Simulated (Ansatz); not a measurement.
**A computed series for Zr: response to strain**

The reference is Zr in the hcp (Mg type) structure (space group P6_3/mmc, No. 194; a = 3.182 Å, c = 5.124 Å; relaxed with 0.1 eV smearing). Axes: x lies along a and z along c of the hexagonal cell.

Strains are applied to the cell and any free atomic positions relax.

The values are results of PBEsol (Ansatz, a program for electronic structure; PAW; 420 eV plane waves; no spin-orbit coupling), not measurements.

Notes on the quantities. energy relative to the base: free energy F.

```csv
uniaxial strain ε_xx (%),energy relative to the base (meV/atom)
-3,8.6
-2.5,?
-2,3.8
-1.5,2.2
-1,1.0
-0.5,0.2
0,0.0
```

Question: Fit ΔE = Aε² + Bε³ (ε in %) to the rows shown and predict the withheld row.

Answer: Least squares on the printed values gives A = 0.970 and B = 0.0051 meV/atom (largest residual 0.0 meV/atom); this predicts 6.0 meV/atom, and the run gives 6.0 meV/atom, in agreement.

Stability against distortions was not tested. The final runs are not spin-polarised.
